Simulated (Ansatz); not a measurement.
Structures of equal composition on the (0001) surface of hcp Ru: a pseudomorphic layer of V in the host's stacking; a pseudomorphic layer of V in the other hollow. The slabs share one bottom face, and each structure is named by its start. These are constructed structures in small cells; real faces may alloy, dewet or reconstruct in larger ones, and not all known structures of the face are among them. Slabs of about 11 Å, Fermi-Dirac smearing of 0.1 eV. Bottom of the slabs: a bare face, its two planes held. Relaxed from the named starts with such symmetry as they have, on meshes of like density; energies extrapolated to zero smearing; spin only where a row says so; no spin-orbit coupling, no U. Brackets mark spin-polarised runs, whose order is one that fits the cell.

These are PBE (plane waves to 420 eV, PAW; Ansatz, a quantum-chemistry and plane-wave program) values and carry that method's errors.

### Question
Order them by energy per 1x1 cell (lowest first) at the level PBE.

### Answer
a pseudomorphic layer of V in the host's stacking (0.000 eV [spin, 1.0 μB a cell]), a pseudomorphic layer of V in the other hollow (0.083 eV [spin, 0.9 μB a cell])
